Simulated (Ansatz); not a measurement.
Abridged Ansatz (an electronic-structure program) output:

```
Relaxation: its limit of steps is 50 (relax.max_steps)
Pseudopotential: Al, paw, valence charge 3
Pseudopotential: Co, paw, valence charge 17
Crystal: 2 atoms, lattice volume = 24.118 Å³
Basis set: ecut = 420 eV, 461 PW (Γ), exchange–correlation on 40×40×40 points (8 copies of the dense FFT grid, shifted against one another)
Bands: 14, of which v1, the nominal top of the filled ones, is band 10 counted from 1 (9 counted from 0)
Symmetry: 48 space group operations
k-points: 286 of 8000
Functional: x = pbe(κ = 0.804, μ = 0.2195149727645171), c = pbe(β = 0.06672455060314922)
SCF iter   1: F=—  HF=-5665.111260 eV  |F-HF|=—  |Δ(HF+E_count)|=         —  Δρ=9.76e-2  dr2=1.89e0  ethr=3.10e-3  ⟨swp⟩=4.1  Hψ=18423  notcnv=0
SCF iter   2: F=—  HF=-5665.093280 eV  |F-HF|=—  |Δ(HF+E_count)|=   1.80e-2  Δρ=8.99e-2  dr2=1.69e0  ethr=3.10e-3  ⟨swp⟩=2.0  Hψ=7162  notcnv=0
SCF 1 converged in 8 iterations: F = -5664.840958 eV  dr2 = 1.28e-11
relax step   1: F+E_penalty+E_count = -5664.84095791 eV  Δ(F+E_penalty+E_count) = +0.000e0 eV  max|allowed force component| = 2.422e-29 eV/Å  Δτ_max = 0.0000 Å  (8 SCF iters, accepted)
SCF converged after 8 iterations
Free energy (F): -5664.840958 eV
Internal energy: -5664.809464 eV  (E = F + TS)
E sigma→0 (E₀):  -5664.825211 eV
Entropy (-TS):   -0.031494 eV (-15.747 meV/atom)
Fermi energy:    13.733016 eV
--- Forces (eV/Å), atoms counted from 1 ---
  atom   1  Al     0.00000000     0.00000000    -0.00000000
  atom   2  Co     0.00000000    -0.00000000    -0.00000000
--- Stress (GPa, compression-positive) ---
       -6.263922      -0.000000       0.000000
        0.000000      -6.263922       0.000000
        0.000000       0.000000      -6.263922
  P = ⅓ Tr σ = -6.2639 GPa (-62.639 kbar)
--- Relaxed structure (1 steps of the walk, 1 accepted, 0 SCFs on fresh bases) ---
  atoms:
    - { symbol: Al, position: [0.0, 0.0, 0.0] }
    - { symbol: Co, position: [0.5, 0.5, 0.5] }
```

### Question
What was computed, and what are the main results?

### Answer
AlCo, 2 atoms in the cell, with PBE/PAW in Ansatz, without spin-orbit coupling, earlier PAW set. The last SCF converged to F = -5664.840958 eV, or -2832.4205 eV per atom, at a pressure of -6.26 GPa. The total energy compares only with runs of the same code, potentials and settings.

The cells carry an imposed strain or load. Stability against distortions was not tested. All final runs are without spin polarisation. The cell was made from AlCo in the CsCl type structure (space group Pm-3m, No. 221; non-magnetic) by this change: isotropic strain +1.28 %.

Keys are those of Ansatz 0.2.
